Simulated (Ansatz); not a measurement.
# Ir under a change: Ir → W

Take Ir in the fcc (Cu type) structure (space group Fm-3m, No. 225; a = 3.844 Å) as the base.

One thing is altered: full substitution Ir → W; the structure is relaxed again.

The values are results of r2SCAN/PAW in Ansatz (a first-principles code), no spin-orbit coupling, not measurements. Γ-centred 20×20×20 mesh, Fermi–Dirac width 0.05 eV, for the changed cell.

The density decreases by 3.64 g/cm³ to 18.83 g/cm³ and the lattice parameter a goes up by 0.173 Å, from 3.844 Å to 4.017 Å. The space group remains Fm-3m (No. 225) and the shortest interatomic distance grows by 0.1222 Å to 2.841 Å. The band gap remains zero.

Final structure:

```
W
1.0
    0.00000     2.00864     2.00864
    2.00864     0.00000     2.00864
    2.00864     2.00864     0.00000
W
1
Direct
  0.00000   0.00000   0.00000
```

Cost of the whole job for the changed cell (relaxation, final SCF and bands): roughly 80 core-seconds.

No phonon test of stability was made. All final runs are without spin polarisation. This is not the structure that W has at room temperature and ambient pressure.
